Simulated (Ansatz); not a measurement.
## SiSe2: Si → Os

Base system: SiSe$_{2}$ (space group Ibam, No. 72; a = 6.301 Å, b = 9.302 Å, c = 5.856 Å; made of chains).

It is then changed as follows: every Si is replaced by Os, then cell and atoms are relaxed.

The values are results of plane-wave PAW DFT at the PBEsol level (Ansatz, a quantum-chemistry and plane-wave program, 420 eV), without spin-orbit coupling, not measurements. k-mesh 12×12×12 (Γ-centred); smearing 0.05 eV (Fermi–Dirac), for the changed cell.

* **Density**: 8.06 g/cm³ (base 3.60 g/cm³)
* **Space group**: Ibam (No. 72) (base Ibam (No. 72))
* **Shortest interatomic distance**: 2.346 Å (base 2.289 Å)
* **Band gap**: zero (base 1.65 eV)

No phonon test of stability was made. As relaxed here, OsSe2 is a hypothetical phase, not in the database extracts checked. All final runs are without spin polarisation. No dispersion term is included in the PBEsol runs. OsSe2 has a high density of states at the Fermi level and may be magnetic at this level.
